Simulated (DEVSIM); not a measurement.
Structure: Pt/SiO2/n-Si capacitor, at 250 K.

Layer 1 from the left is SiO2, thickness (nm) 57.0. Layer 2 from the left is Si, thickness (nm) 4900, Nd (cm⁻³) 1.4e16.

Metal gate on the left, work function 5.6 eV. Fixed charge at the semiconductor interface -2.7e11 cm⁻² (in units of +e); interface traps 1.5e10 cm⁻² eV⁻¹, uniform in energy, neutral level at 0.3 of the gap above the valence band.

This is a model device: material constants are rounded textbook-type values typed into the input, and sizes, dopings and lifetimes were drawn at random. Values at 300 K; Nc and Nv go as T^1.5, mobilities as T to minus their exponent, the gap by Varshni's rule with the affinity fixed.

SiO2: gap (eV) 9, affinity (eV) 0.9, permittivity 3.9. Si: gap (eV) 1.124, affinity (eV) 4.05, permittivity 11.7, Nc (cm⁻³) 2.86e19, Nv (cm⁻³) 3.1e19, Varshni α (eV/K) 0.000473, Varshni β (K) 636.

DEVSIM, 1D Poisson equation in equilibrium, Boltzmann statistics, complete ionisation; no quantum confinement or tunnelling. Metal contacts follow the ideal Schottky-Mott rule: no Fermi-level pinning, no interface dipoles.

**Question.** What does the simulation give for the minimum of the low-frequency capacitance, the flat-band voltage?

**Answer.** minimum of the low-frequency capacitance 0.0254 μF/cm²; flat-band voltage 2.13 V.
